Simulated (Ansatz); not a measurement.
Start from AlRu in the CsCl type structure (space group Pm-3m, No. 221).

```xyz
2
Lattice="2.9825 0.0000 0.0000 0.0000 2.9825 0.0000 0.0000 0.0000 2.9825" Properties=species:S:1:pos:R:3 pbc="T T T"
Al     0.0000     0.0000     0.0000
Ru     1.4913     1.4913     1.4913
```

Cartesian axes are those of the cell as printed.

Calculations: DFT with r2SCAN, PAW potentials and a 500 eV plane-wave cutoff in Ansatz (a first-principles code), no spin-orbit coupling.

Before the change:

The volume per atom comes out as 13.27 Å³.

It is then changed as follows: biaxial strain −1.09 %, plane normal [001], relaxed out of plane (Cartesian); in-plane vectors clamped, the third vector and the atoms free.

Question: What does the calculation give for the energy relative to the base after the change?

Answer: The energy goes up by 3.6 meV/atom.

Question: What does the calculation give for the volume per atom after the change?

Answer: The volume per atom falls by 0.153 Å³ to 13.11 Å³.

Without a gap, meshes like the base's 16×16×16 leave anisotropic stresses uncertain by several tenths of a GPa, and small strain energies with them. No phonon test of stability was made. All final runs are without spin polarisation.
